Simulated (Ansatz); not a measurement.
# A computed series for Hf2Al4C5: response to strain

The parent structure is Hf₂Al₄C₅ (space group R-3m, No. 166; a = 3.311 Å, c = 40.677 Å (hexagonal axes); a cell from a computed database, its experimental status unchecked). Axes: x lies along a and z along c of the hexagonal cell.

Strains are applied to the cell and any free atomic positions relax; under biaxial strain the out-of-plane vector relaxes too.

Level of theory: PBEsol, PAW, 420 eV (Ansatz, a first-principles code; spin-orbit coupling left out).

Notes on the quantities. energy relative to the base: free energy F; pressure: mean of the normal stresses, compression positive.

| change | energy relative to the base | pressure | volume per atom | space group |
|---|---|---|---|---|
| base | 0 meV/atom | 0.0 GPa | 11.70 Å³ | R-3m (No. 166) |
| biaxial strain +0.85 %, plane normal [001], relaxed out of plane | … | … | … | R-3m (No. 166) |
| biaxial strain +3.48 %, plane normal [001], relaxed out of plane | +39 meV/atom | -9.7 GPa | 12.35 Å³ | R-3m (No. 166) |
| isotropic strain +2.38 % | +34 meV/atom | -12.0 GPa | 12.56 Å³ | R-3m (No. 166) |
| uniaxial strain ε_yy = −3.88 % | +23 meV/atom | 8.6 GPa | 11.25 Å³ | C2/m (No. 12) |

**Question.** Some entries are withheld; estimate them.

**Answer.** 
- biaxial strain +0.85 %, plane normal [001], relaxed out of plane, energy relative to the base: +2.5 meV/atom
- biaxial strain +0.85 %, plane normal [001], relaxed out of plane, pressure: -2.6 GPa
- biaxial strain +0.85 %, plane normal [001], relaxed out of plane, volume per atom: 11.86 Å³

Without a gap, meshes like the base's 13×13×13 leave anisotropic stresses uncertain by several tenths of a GPa, and small strain energies with them. No phonon test of stability was made. All final runs are without spin polarisation.
